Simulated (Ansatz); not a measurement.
For PdSb (model structure, started from the CoSn type, P6/mmm, No. 191, 6 atoms in the cell), PBEsol in Ansatz (plane waves, PAW) gives:

| Item | Value |
|---|---|
| lattice constant a | 5.743 Å |
| c axis length | 4.363 Å |
| bulk modulus | 114 GPa |
| cohesive energy | 4.04 eV/atom |

Problem. What does r²SCAN (plane waves, PAW; Ansatz, a first-principles code) give for the same quantities?

Solution. 
- lattice constant a: 5.824 Å (grows by 1.4 %)
- lattice parameter c: 4.346 Å (falls by 0.4 %)
- bulk modulus: 105 GPa (decreases by 7.9 %)
- cohesive energy: 3.54 eV/atom (shrinks by 0.50 eV/atom)

Changes are worked out from the printed values.

Unless a cell is named, each level is at its own relaxed cell (PBEsol 20.77, r²SCAN 21.28 Å³/atom).

Levels without +SOC leave out spin–orbit coupling, which shifts energies and cells of such heavy elements.

The crystal itself was run without spin with r²SCAN; a magnetic state was not tried in these runs.

Caveats: the bulk modulus is −V dP/dV from two relaxed cells at ±2 % in volume (PBEsol, r²SCAN). Ansatz's density-functional and Hartree–Fock values are scalar-relativistic unless marked +SOC, with PAW data made under PBE.

A model structure was made by putting elements into a prototype or built by hand; it is no filed structure, need not be a known phase, and can be a saddle point held by its symmetry.
